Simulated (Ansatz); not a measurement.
## MoS2, pressure series

Start from MoS2 in the 2H-MoS2 type structure (space group P6_3/mmc, No. 194; layered, stacked along the Cartesian z axis).

```xyz
6
Lattice="3.1494 0.0000 0.0000 -1.5747 2.7275 0.0000 0.0000 0.0000 12.0915" Properties=species:S:1:pos:R:3 pbc="T T T"
Mo     0.0000     1.8183     3.0229
Mo     1.5747     0.9092     9.0686
S      0.0000     1.8183     7.5028
S      1.5747     0.9092     1.4571
S      1.5747     0.9092     4.5887
S      0.0000     1.8183    10.6344
```

Cell and atoms are relaxed at each pressure.

Levels (all Ansatz, an electronic-structure program, PAW, earlier PAW set): PBE-D3(BJ) (420 eV, no SOC); PBEsol-D3(BJ) (420 eV, scalar-relativistic without spin-orbit coupling).

The base cell above is that of PBE-D3(BJ); each level relaxes its own structures.

| case | volume per atom, PBE-D3(BJ) | volume per atom, PBEsol-D3(BJ) |
|---|---|---|
| pressure −2 GPa | 18.44 Å³ | 16.92 Å³ |
| pressure −1 GPa | 17.73 Å³ | 16.60 Å³ |
| pressure 3 GPa | 16.49 Å³ | 15.74 Å³ |
| pressure 7 GPa | 15.78 Å³ | 15.16 Å³ |
| pressure 15 GPa | 14.81 Å³ | 14.32 Å³ |
| pressure 30 GPa | 13.60 Å³ | 13.23 Å³ |
| pressure 50 GPa | 12.48 Å³ | 12.19 Å³ |
| pressure 75 GPa | 11.54 Å³ | 11.31 Å³ |
| pressure 100 GPa | 10.84 Å³ | 10.65 Å³ |

PBE-D3(BJ) lies above PBEsol-D3(BJ) in every row, by 0.19 Å³ to 1.51 Å³. They put the cases in the same order.

The mesh was chosen for an insulator and is coarse for the gapless case. Load acts through the strain it causes; cell and atoms are relaxed under it. No phonon test of stability was made. Competing high-pressure phases were not computed. All final runs are without spin polarisation.
